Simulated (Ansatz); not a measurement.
The structure below was relaxed with PBEsol, PAW, 420 eV (Ansatz, a program for electronic structure; scalar-relativistic without spin-orbit coupling).

```yaml
crystal:
  lattice:
    - [5.29286, 0.00000, 0.00000]
    - [0.00000, 5.29286, 0.00000]
    - [0.00000, 0.00000, 5.29286]
  atoms:
    - { symbol: Na, position: [0.00000, 0.00000, 0.00000] }
    - { symbol: Re, position: [0.50000, 0.50000, 0.50000] }
    - { symbol: Te, position: [0.50000, 0.50000, 0.00000] }
    - { symbol: Te, position: [0.00000, 0.50000, 0.50000] }
    - { symbol: Te, position: [0.50000, 0.00000, 0.50000] }
```

Task: Find the space group and the Wyckoff positions.

Result: Space group Pm-3m (No. 221); a = b = c = 5.293 Å, α = β = γ = 90.00°

```json
[
 {"atom": "Na", "site": "1a", "symmetry": "m-3m", "x": "0.0000", "y": "0.0000", "z": "0.0000"},
 {"atom": "Re", "site": "1b", "symmetry": "m-3m", "x": "0.5000", "y": "0.5000", "z": "0.5000"},
 {"atom": "Te", "site": "3c", "symmetry": "4/mm.m", "x": "0.0000", "y": "0.5000", "z": "0.5000"}
]
```

Whether these cells are dynamically stable was not tested. The final runs are not spin-polarised. The cell was made from NaReO3 by this change: O → Te; the result is a hypothetical phase, not in the database extracts checked. Many cubic perovskites are stable only at high temperature; tilts and polar distortions were not tested. NaReTe3 has a high density of states at the Fermi level and may be magnetic at this level.
